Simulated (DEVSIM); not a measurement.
System: Si p-n junction from an implanted or diffused profile, at 300 K.

```csv
layer (left to right),material,thickness (μm),Nd (cm⁻³),τn (s),τp (s)
1,Si,11.0,2.2e15,0.00066,0.00066
```

Added acceptor profile: 1.2e19 cm⁻³ × exp(−(x − 0 μm)²/(2·(0.21 μm)²)). Left contact: ohmic. Right contact: ohmic. Voltage is applied to the left contact. Recombination: SRH at mid-gap, Auger. Mobility is constant in doping.

Constants are typed, rounded textbook-type inputs, not results; the design itself was drawn at random and stands for no fabricated device. Values at 300 K.

| parameter | Si |
|---|---|
| gap (eV) | 1.124 |
| affinity (eV) | 4.05 |
| permittivity | 11.7 |
| Nc (cm⁻³) | 2.86e19 |
| Nv (cm⁻³) | 3.1e19 |
| μn (cm²/Vs) | 1417 |
| μp (cm²/Vs) | 470 |
| Cn (cm⁶/s) | 2.8e-31 |
| Cp (cm⁶/s) | 9.9e-32 |

DEVSIM, 1D drift-diffusion, Boltzmann statistics, complete ionisation; no tunnelling, impact ionisation, image-force lowering or self-heating.

Task: Tabulate band edges, carrier densities and field at 0.9 V on the left contact.

Result: Energies count from the Fermi level of the right contact; mesh points crowd at the junctions.

| x (μm) | Ec (eV) | Ev (eV) | n (cm⁻³) | p (cm⁻³) | field (V/cm) |
|---|---|---|---|---|---|
| 0.000 | 0.199 | -0.925 | < 1e2 | 1.2e19 | ≈ 0 |
| 0.01925 | 0.199 | -0.925 | 1.4e14 | 1.2e19 | -110 |
| 0.04744 | 0.199 | -0.925 | 3.4e14 | 1.2e19 | -280 |
| 0.08873 | 0.197 | -0.927 | 6.7e14 | 1.1e19 | -520 |
| 0.1785 | 0.190 | -0.934 | 1.6e15 | 8.4e18 | -1000 |
| 0.2807 | 0.176 | -0.948 | 3.7e15 | 4.9e18 | -1600 |
| 0.4074 | 0.151 | -0.973 | 1.2e16 | 1.8e18 | -2400 |
| 0.5922 | 0.104 | -1.020 | 7.4e16 | 3.0e17 | -2100 |
| 0.7224 | 0.089 | -1.035 | 1.3e17 | 1.6e17 | -430 |
| 0.8568 | 0.087 | -1.037 | 1.5e17 | 1.5e17 | -14 |
| 0.9913 | 0.087 | -1.036 | 1.5e17 | 1.4e17 | 34 |
| 1.396 | 0.089 | -1.035 | 1.4e17 | 1.4e17 | 39 |
| 2.109 | 0.092 | -1.032 | 1.3e17 | 1.3e17 | 42 |
| 3.636 | 0.099 | -1.025 | 1.1e17 | 1.1e17 | 50 |
| 7.345 | 0.124 | -1.000 | 5.7e16 | 5.5e16 | 96 |
| 9.104 | 0.146 | -0.978 | 3.2e16 | 3.0e16 | 170 |
| 10.06 | 0.169 | -0.955 | 1.8e16 | 1.6e16 | 320 |
| 10.52 | 0.188 | -0.936 | 1.1e16 | 8.6e15 | 560 |
| 10.81 | 0.210 | -0.914 | 5.8e15 | 3.9e15 | 1200 |
| 10.91 | 0.225 | -0.899 | 3.8e15 | 2.2e15 | 1900 |
| 10.97 | 0.237 | -0.887 | 2.7e15 | 1.0e15 | 2300 |
| 11.00 | 0.245 | -0.879 | 2.2e15 | 53000 | 2500 |
